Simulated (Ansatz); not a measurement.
For SrTaO₃ (Pm-3m, No. 221, 5 atoms in the cell; start mp-1186755), LDA (Ansatz, a quantum-chemistry and plane-wave program, plane waves, PAW) gives:

- equilibrium lattice constant a = 3.984 Å
- bulk modulus B0 = 213 GPa
- cohesive energy = 7.83 eV/atom

Task: What does PBEsol (plane waves, PAW; Ansatz) give for the same quantities?

Result: 
- lattice constant a: 4.018 Å (increases by 0.9 %)
- bulk modulus: 198 GPa (drops by 7.0 %)
- cohesive energy: 7.14 eV/atom (decreases by 0.69 eV/atom)

Changes are worked out from the printed values.

Unless a cell is named, each level is at its own relaxed cell (LDA 12.65, PBEsol 12.97 Å³/atom).

Levels without +SOC leave out spin–orbit coupling, which shifts energies and cells of such heavy elements.

Caveats: the bulk modulus is −V dP/dV from two relaxed cells at ±2 % in volume (LDA, PBEsol); the relaxation could not lower the start's symmetry, so the cell can be a saddle point above a distorted one (LDA, PBEsol). Ansatz's density-functional and Hartree–Fock values are scalar-relativistic unless marked +SOC, with PAW data made under PBE.

A start named mp-… is a Materials Project structure, which need not be a measured phase.
